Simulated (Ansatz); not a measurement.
The parent structure is MgO in the wurtzite structure (space group P6_3mc, No. 186; a = 3.303 Å, c = 5.021 Å; a cell from a computed database, its experimental status unchecked).

Modification: full substitution O → Te; the structure is relaxed again.

Levels (all Ansatz, a program for electronic structure, PAW): PBEsol (420 eV, no spin-orbit coupling); HSE06 (420 eV, no spin-orbit coupling).

The geometry is relaxed with PBEsol.

- PBEsol lowest conduction level above the VBM at special points = Γ 2.39 eV; M 3.08 eV; L 3.14 eV

Predict the lowest conduction level above the VBM at special points from HSE06.

The lowest conduction level above the VBM at special points goes from Γ 2.39 eV; M 3.08 eV; L 3.14 eV to Γ 3.37 eV; M 3.92 eV; L 4.02 eV.

Single points use the geometry relaxed with PBEsol. The levels and masses belong to the bands next to the band gap. Stability against distortions was not tested. This is not the structure that MgO has at room temperature and ambient pressure.
